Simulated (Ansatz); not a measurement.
# A computed series for BeS: response to strain

Take BeS in the zinc blende structure (space group F-43m, No. 216) as the base.

```xyz
2
Lattice="0.0000 2.4343 2.4343 2.4343 0.0000 2.4343 2.4343 2.4343 0.0000" Properties=species:S:1:pos:R:3 pbc="T T T"
Be     0.0000     0.0000     0.0000
S      1.2172     1.2172     1.2172
```

Cartesian axes are those of the cell as printed.

Strains are applied to the cell and any free atomic positions relax; under biaxial strain the out-of-plane vector relaxes too.

All numbers come from r2SCAN in Ansatz (plane waves to 500 eV, PAW, no spin-orbit coupling).

Notes on the quantities. energy relative to the base: free energy F.

```tsv
biaxial strain, plane normal [001], relaxed out of plane (%)	energy relative to the base (meV/atom)
-3	15.6
-2.5	10.7
-2	6.8
-1.5	3.8
-1	?
-0.5	0.4
0	0.0
```

Question: Fit ΔE = Aε² + Bε³ (ε in %) to the rows shown and predict the withheld row.

Answer: Least squares on the printed values gives A = 1.63 and B = -0.034 meV/atom (largest residual 0.0 meV/atom); this predicts 1.7 meV/atom, and the run gives 1.6 meV/atom, in agreement.

Stability against distortions was not tested.

Ansatz is a first-principles code.
